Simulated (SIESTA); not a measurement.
Worked example: self-consistent single point of MoIr3 (P6_3/mmc, 8 atoms in the cell) in SIESTA.

Level of theory: SIESTA 5.4.2 with GGA PBEsol, numerical atomic orbitals DZP, PseudoDojo PBEsol standard norm-conserving potentials (rewritten from UPF to PSML).

The change in words: lattice scaled by 0.98. Reference geometry:
```yaml
crystal:
  lattice:
    - [5.50902, 0.00000, 0.00000]
    - [-2.75451, 4.77095, 0.00000]
    - [0.00000, 0.00000, 4.39795]
  atoms:
    - { symbol: Mo, position: [0.33333, 0.66667, 0.25000] }
    - { symbol: Mo, position: [0.66667, 0.33333, 0.75000] }
    - { symbol: Ir, position: [0.83368, 0.66735, 0.25000] }
    - { symbol: Ir, position: [0.16633, 0.33265, 0.75000] }
    - { symbol: Ir, position: [0.16633, 0.83368, 0.75000] }
    - { symbol: Ir, position: [0.83368, 0.16633, 0.25000] }
    - { symbol: Ir, position: [0.33265, 0.16633, 0.25000] }
    - { symbol: Ir, position: [0.66735, 0.83368, 0.75000] }
```

Reference input (self-consistent single point, DFT, GGA PBEsol, numerical atomic orbitals DZP, PseudoDojo PBEsol standard norm-conserving potentials (rewritten from UPF to PSML)): XC.functional = GGA; XC.authors = PBEsol; potentials = PseudoDojo PBEsol standard; PAO.BasisSize = DZP; PAO.EnergyShift = 0.005 Ry; MeshCutoff = 350 Ry; kgrid.MonkhorstPack = 5 5 6; OccupationFunction = FD; ElectronicTemperature = 1578.21 K; MaxSCFIterations = 150; SCF.Mixer.Method = Broyden; SCF.Mixer.Weight = 0.1. This run's input differs from it in these lines:

```diff
@@ -12,5 +12,5 @@
 %block LatticeVectors
-     5.509020000    0.000000000    0.000000000
-    -2.754510000    4.770951000    0.000000000
-     0.000000000    0.000000000    4.397950000
+     5.398840000    0.000000000    0.000000000
+    -2.699420000    4.675532000    0.000000000
+     0.000000000    0.000000000    4.309991000
 %endblock LatticeVectors
@@ -18,10 +18,10 @@
 %block AtomicCoordinatesAndAtomicSpecies
-    -0.000002755    3.180635590    1.099487500  1
-     2.754512755    1.590315410    3.298462500  1
-     2.754510000    3.183894150    1.099487500  2
-     0.000000000    1.587056850    3.298462500  2
-    -1.380078373    3.977422575    3.298462500  2
-     4.134588373    0.793528425    1.099487500  2
-     1.374431627    0.793528425    1.099487500  2
-     1.380078373    3.977422575    3.298462500  2
+    -0.000002699    3.117022892    1.077497750  1
+     2.699422699    1.558509108    3.232493250  1
+     2.699420000    3.120216280    1.077497750  2
+     0.000000000    1.555315720    3.232493250  2
+    -1.352476906    3.897874140    3.232493250  2
+     4.051896906    0.777657860    1.077497750  2
+     1.346943095    0.777657860    1.077497750  2
+     1.352476905    3.897874140    3.232493250  2
 %endblock AtomicCoordinatesAndAtomicSpecies
```

Log, with long lists cut:

```
        iscf     Eharris(eV)        E_KS(eV)     FreeEng(eV)     dDmax    Ef(eV) dHmax(eV)
   scf:    1   -22526.713038   -22561.686026   -22561.930438  1.761468 -1.097437  9.491556
   scf:    2   -22575.303649   -22570.341649   -22570.596579  0.395259 -1.333034  5.822838
   scf:    3   -22575.109566   -22573.011646   -22573.280116  0.248413 -1.668553  3.996576
   scf:    4   -22577.165140   -22575.726441   -22576.023859  0.373099 -2.598537  0.320933
   scf:    5   -22575.733741   -22575.739035   -22576.036681  0.021389 -2.608336  0.075053
   [... 8 lines left out ...]
   scf:   14   -22575.742200   -22575.742197   -22576.039603  0.000054 -2.616126  0.000311
   scf:   15   -22575.742200   -22575.742199   -22576.039603  0.000026 -2.616192  0.000246
   scf:   16   -22575.742200   -22575.742199   -22576.039603  0.000016 -2.616238  0.000218
   scf:   17   -22575.742200   -22575.742199   -22576.039603  0.000010 -2.616268  0.000186
SCF Convergence by DM+H criterion
max |DM_out - DM_in|         :     0.0000099619
max |H_out - H_in|      (eV) :     0.0001855611
SCF cycle converged after 17 iterations

Using DM_out to compute the final energy and forces

siesta: E_KS(eV) =           -22575.7422

siesta: E_KS - E_eggbox =    -22575.7422

siesta: Atomic forces (eV/Ang):
     1    0.000019   -0.000011    0.000000
     2   -0.000019    0.000011    0.000000
     3   -0.000065   -0.128147    0.000000
     4    0.000065    0.128147   -0.000000
     5    0.111007   -0.064091   -0.000000
     6   -0.111007    0.064091   -0.000000
     7    0.110946    0.064131    0.000000
     8   -0.110946   -0.064131    0.000000
   Tot   -0.000000    0.000000    0.000000
   Max    0.128147
   Res    0.064079    sqrt( Sum f_i^2 / 3N )
   Max    0.128147    constrained

   [... lines left out ...]
siesta: FreeEng =    -22576.039603
   [... lines left out ...]
siesta:    -0.121095    0.000035   -0.000000
siesta:     0.000035   -0.121056    0.000000
siesta:    -0.000000   -0.000000   -0.135413

siesta: Cell volume =        108.794729 Ang**3

siesta: Pressure (static):
siesta:                Solid            Molecule  Units
siesta:           0.00137073          0.00141082  Ry/Bohr**3
siesta:           0.12585470          0.12953563  eV/Ang**3
siesta:         201.64146375        207.53896688  kBar
```

The run converged in 17 iterations. Against the reference run the free energy goes up by 35.2 meV/atom, the pressure goes from -5.15 to 20.16 GPa and the largest force goes from 0.117 to 0.128 eV/Å.

The starting cell comes from a database of computed structures (which also holds hypothetical and non-ambient phases and stackings), without a prior relaxation at this level. For this run, on top of that: lattice scaled by 0.98. Spin polarisation is off. Values carry the incompleteness of an atom-centred basis. With a pressure of about 20 GPa the cell is away from its equilibrium volume at this level.

Cost on one core of a shared machine: roughly 80 s.
